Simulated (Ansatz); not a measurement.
**SnSe2: thickness series**

Start from SnSe$_{2}$ in the CdI2 type structure (space group P-3m1, No. 164; a = 3.8258 Å, c = 6.2309 Å; layered, stacked along the Cartesian z axis).

Free-standing slabs (3 atom(s) a layer) normal to the stacking axis with 15 Å of vacuum; in-plane cell relaxed.

The values are results of r2SCAN+rVV10 in Ansatz (plane waves to 500 eV, PAW, without spin-orbit coupling), not measurements.

```json
[
 {"case": "base", "in-plane lattice parameter a": "3.826 Å", "smallest direct gap": "1.49 eV", "band gap": "0.94 eV"},
 {"case": "1 layer", "in-plane lattice parameter a": "3.816 Å", "smallest direct gap": "1.45 eV", "band gap": "1.10 eV"},
 {"case": "2 layers", "in-plane lattice parameter a": "…", "smallest direct gap": "…", "band gap": "…"},
 {"case": "3 layers", "in-plane lattice parameter a": "3.823 Å", "smallest direct gap": "1.27 eV", "band gap": "0.99 eV"}
]
```

### Question
Fill in the withheld entries from the trend.

### Answer

- 2 layers, in-plane lattice parameter a: 3.820 Å
- 2 layers, smallest direct gap: 1.30 eV
- 2 layers, band gap: 1.00 eV

Whether these cells are dynamically stable was not tested.

Ansatz is a first-principles code.
